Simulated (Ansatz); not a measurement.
HfO2, response to strain

The reference is HfO₂ in the fluorite structure (space group Fm-3m, No. 225).

```xyz
3
Lattice="0.0000 2.5292 2.5292 2.5292 0.0000 2.5292 2.5292 2.5292 0.0000" Properties=species:S:1:pos:R:3 pbc="T T T"
Hf     0.0000     0.0000     0.0000
O      1.2646     1.2646     1.2646
O      3.7938     3.7938     3.7938
```

Cartesian axes are those of the cell as printed.

Strains are applied to the cell and any free atomic positions relax; under biaxial strain the out-of-plane vector relaxes too; under stress the whole cell relaxes.

Calculations: r2SCAN (Ansatz, a program for electronic structure, PAW, spin-orbit coupling left out).

Candidates:
(a) biaxial strain +4.62 %, plane normal [001], relaxed out of plane
(b) uniaxial stress, 1 GPa compression along x
(c) biaxial strain +0.28 %, plane normal [001], relaxed out of plane
(d) strain tensor (xx, yy, zz, yz, xz, xy) = (−1.07, −0.86, +1.72, +0.22, −1.12, −1.78) %
(e) uniaxial strain ε_zz = −2.46 %

For the base:

| Property | Result |
|---|---|
| Band gap | 4.30 eV |

Question: Order them by band gap, lowest first.

Answer: (a) biaxial strain +4.62 %, plane normal [001], relaxed out of plane (3.50 eV), (d) strain tensor (xx, yy, zz, yz, xz, xy) = (−1.07, −0.86, +1.72, +0.22, −1.12, −1.78) % (4.13 eV), (e) uniaxial strain ε_zz = −2.46 % (4.15 eV), (c) biaxial strain +0.28 %, plane normal [001], relaxed out of plane (4.26 eV), (b) uniaxial stress, 1 GPa compression along x (4.29 eV)

Spin-orbit coupling, missing from the scalar runs, can matter with Hf. Beyond what the load breaks, stability against distortions was not tested. This is not the structure that HfO2 has at room temperature and ambient pressure.
